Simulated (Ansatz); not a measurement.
A constructed model of the (111) surface of fcc Ir, a layer of Pd in place of the second plane (bottom of the slab: a bare face, its two planes held)

Calculation: PBE (plane waves to 420 eV, PAW; Ansatz, a program for electronic structure).

Set-up: 6 atoms, 11.2 Å thick at the start with caps and adatoms (thin: gaps and levels are the slab's own); mesh 16x16x1; 0.1 eV smearing; dipole correction on; 2 atoms held, the rest relaxed; held to the start's symmetry, so lower structures may exist; no spin, no spin-orbit, no U. In PBE it lies 0.03 eV a 1x1 cell over the lowest computed structure of the same composition (a layer of Pd in place of the third plane).

- work function of the top face: 5.67 eV
- energy released by relaxation: 0.019 eV
- cost: about 100 core-seconds (a rough figure)
